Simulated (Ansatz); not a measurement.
Given:

```
CELL_PARAMETERS angstrom
      4.05606     0.00000     0.00000
      0.00000     4.05606     0.00000
      0.00000     0.00000     4.05606
ATOMIC_POSITIONS crystal
  Sc 0.00000 0.00000 0.00000
  Ir 0.00000 0.50000 0.50000
  Ir 0.50000 0.00000 0.50000
  Ir 0.50000 0.50000 0.00000
```

A single point on ScIr3 with a change (isotropic strain +4.08 %), its geometry relaxed with PBEsol.

The values are results of DFT with PBEsol, PAW potentials and a 420 eV plane-wave cutoff in Ansatz (a quantum-chemistry and plane-wave program), spin-orbit coupling included, not measurements. k-mesh 15×15×15 (Γ-centred); smearing 0.1 eV (Fermi–Dirac).

### Question
Predict the band gap and pressure.

### Answer
* **Band gap**: zero
* **Pressure**: -24.0 GPa

Single points use the geometry relaxed with PBEsol. Whether these cells are dynamically stable was not tested. The cell was made from ScIr$_{3}$ in the Cu3Au type structure (space group Pm-3m, No. 221; a cell from a computed database, its experimental status unchecked) by this change: isotropic strain +4.08 %.
